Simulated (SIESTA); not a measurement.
SIESTA is run on YNi2O4 (R-3m, 14 atoms in the cell), and the run fails. The aim is a self-consistent single point with DFT, GGA PBEsol+U, numerical atomic orbitals DZP, PseudoDojo PBEsol standard norm-conserving potentials (rewritten from UPF to PSML).

The input file:

```
# files in the folder: Y.psml Ni.psml O.psml (PseudoDojo PBEsol standard)
SystemName  Y(NiO2)2
SystemLabel Y(NiO2)2

NumberOfAtoms                14
NumberOfSpecies              3
%block ChemicalSpeciesLabel
  1 39 Y
  2 28 Ni
  3 8 O
%endblock ChemicalSpeciesLabel
LatticeConstant              6.189183 Ang
%block LatticeVectors
     0.502917752    0.290359648    0.814103736
    -0.502917752    0.290359648    0.814103736
     0.000000000   -0.580719458    0.814103736
%endblock LatticeVectors
AtomicCoordinatesFormat      Fractional
%block AtomicCoordinatesAndAtomicSpecies
     0.620893000    0.620893000    0.620893000  1
     0.379107000    0.379107000    0.379107000  1
     0.500000000    0.000000000    0.000000000  2
     0.000000000    0.500000000    0.000000000  2
     0.000000000    0.000000000    0.500000000  2
     0.000000000    0.000000000    0.000000000  2
     0.764230000    0.198020000    0.764230000  3
     0.235770000    0.801980000    0.235770000  3
     0.764230000    0.764230000    0.198020000  3
     0.235770000    0.235770000    0.801980000  3
     0.198020000    0.764230000    0.764230000  3
     0.801980000    0.235770000    0.235770000  3
     0.238473000    0.238473000    0.238473000  3
     0.761527000    0.761527000    0.761527000  3
%endblock AtomicCoordinatesAndAtomicSpecies

XC.functional                GGA
XC.authors                   PBEsol
PAO.BasisSize                DZP
PAO.EnergyShift              0.01 Ry
MeshCutoff                   400 Ry
%block kgrid.MonkhorstPack
    3   0   0  0.0
    0   3   0  0.0
    0   0   3  0.0
%endblock kgrid.MonkhorstPack
OccupationFunction           MP
OccupationMPOrder            0
ElectronicTemperature        100.0 meV
Spin                         polarized
%block DM.InitSpin
  1 +0.00
  2 +0.00
  3 +0.00
  4 +0.00
  5 +0.00
  6 +0.00
  7 +0.00
  8 +0.00
  9 +0.00
  10 +0.00
  11 +0.00
  12 +0.00
  13 +0.00
  14 +0.00
%endblock DM.InitSpin
DFTU.ProjectorGenerationMethod 2
DFTU.CutoffNorm              0.9
DFTU.FirstIteration          true
%block DFTU.proj
  Ni 1
  n=3 2
  6.20 0.00
  0.00 0.00
%endblock DFTU.proj

MaxSCFIterations             150
SCF.Mixer.Method             Broyden
SCF.Mixer.Weight             0.1
SCF.Mixer.History            6
SCF.DM.Tolerance             1.0E-05
Diag.ParallelOverK           true
WriteForces                  true
Charge.Mulliken              end
```

Output (repeated stretches shortened):

```
        iscf     Eharris(eV)        E_KS(eV)     FreeEng(eV)     dDmax    Ef(eV) dHmax(eV)
   scf:    1   -23896.671313   -23974.678413   -23974.827890  0.777562 -2.647212 27.187515
     spin moment: {S} , |S| = {        0.0        0.0    0.00000 }     0.00000
   scf:    2   -23984.235617   -23999.002290   -23999.118304  0.279897 -4.028338 37.638799
     spin moment: {S} , |S| = {        0.0        0.0    0.00000 }     0.00000
   scf:    3   -23842.096773   -23979.527853   -23979.617255  0.494889 -4.157370 34.004987
   [... lines left out ...]
hubbard_term: recalculating local occupations  131
hubbard_term: maximum change in local occup.    0.002661
hubbard_term: recalculating Hamiltonian
   scf:  149   -24032.171077   -24032.171083   -24032.223002  0.001713 -4.616395  0.002069
     spin moment: {S} , |S| = {        0.0        0.0    0.00000 }     0.00000
hubbard_term: recalculating local occupations  132
hubbard_term: maximum change in local occup.    0.000232
   scf:  150   -24032.171060   -24032.171059   -24032.222978  0.000237 -4.616381  0.001830
     spin moment: {S} , |S| = {        0.0        0.0    0.00000 }     0.00000
SCF_NOT_CONV: SCF did not converge in maximum number of steps (required).
SCF_NOT_CONV: SCF did not converge in maximum number of steps (required).
Geom step, scf iteration, dDmax, dHmax:    0   150      0.000237     0.000134
Geom step, scf iteration, dDmax, dHmax:    0   150      0.000237     0.000134

ABNORMAL_TERMINATION
ABNORMAL_TERMINATION
Stopping Program from Node:    0
Stopping Program from Node:    0
```

Q: Find the mistake and give the fix.

A: The fault is a spin-polarised run without starting moments. If both spin channels start alike, symmetry can keep them alike, and the run can end in a non-magnetic state; some programs refuse such an input or seed a moment themselves. To fix it, give starting moments. The run ended unconverged after 150 iterations.

An input that runs soundly differs in these lines (not the only fix; some lines may just follow from the change or write a value another way):
```diff
-  3 +0.00
-  4 +0.00
-  5 +0.00
-  6 +0.00
+  3 +2.00
+  4 +2.00
+  5 +2.00
+  6 +2.00
```

With that input, the run converged in 94 iterations: free energy E − TS -24039.2418 eV; Fermi level (on the code's own zero) -5.81 eV; pressure -6.54 GPa; largest force (vector length) 0.313 eV/Å; size of the cell's spin moment 6.00 μB (DFT, GGA PBEsol+U, numerical atomic orbitals DZP, PseudoDojo PBEsol standard norm-conserving potentials (rewritten from UPF to PSML)).

On the sound input: the starting cell comes from a database of computed structures (which also holds hypothetical and non-ambient phases and stackings), without a prior relaxation at this level. The magnetic order is the one reached from the typed start; others were not searched systematically. With U or open f shells several self-consistent states can exist. Values carry the incompleteness of an atom-centred basis. With a pressure of about -7 GPa the cell is away from its equilibrium volume at this level. Without a gap this mesh is coarse (it stands for a supercell whose shortest vector is 19 Å).
